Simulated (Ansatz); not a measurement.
# PtS$_{2}$ (P-3m1): band-edge transport data

```xyz
3
Lattice="3.5505 0.0000 0.0000 -1.7753 3.0748 0.0000 0.0000 0.0000 5.2058" Properties=species:S:1:pos:R:3 pbc="T T T"
Pt     0.0000     0.0000     0.0000
S      1.7753     1.0249     3.9799
S      0.0000     2.0499     1.2259
```

The numbers are results of r2SCAN+D4 with spin-orbit coupling, rigid bands (plane waves, PAW; Ansatz, a first-principles code), not measurements. Cell: cell and atoms relaxed with r2SCAN+d4.

```json
{
  "band_gap": "0.93 eV",
  "electron conductivity mass (300 K, dilute)": "0.38 (x), 0.38 (y), 0.43 (z) mₑ",
  "hole conductivity mass (300 K, dilute)": "0.78 (x), 0.78 (y), 0.87 (z) mₑ",
  "effective density of states N_c (300 K)": "3.9e19 cm⁻³",
  "effective density of states N_v (300 K)": "1.4e20 cm⁻³",
  "density_of_states_mass_electrons": "1.35 mₑ",
  "density_of_states_mass_holes": "3.2 mₑ",
  "Seebeck coefficient, n-type 1e19 cm⁻³, 300 K": "-348 μV/K",
  "Seebeck coefficient, p-type 1e19 cm⁻³, 300 K": "441 μV/K",
  "best p-type power factor at 300 K for τ = 10 fs (best axis; densities from 1e16 to 1e21 cm⁻³ tried, whether or not they can be reached)": "27 μW/(cm·K²) at 3e20 cm⁻³"
}
```

Rigid bands; masses and Seebeck coefficients take one relaxation time τ for all states and one kind of carrier; polarons and phonon drag are left out. Geometry: cell and atoms relaxed with r2SCAN+D4.

Computed structure with no diffraction record at hand here (it may be known, metastable or hypothetical): PtS2 (P-3m1).
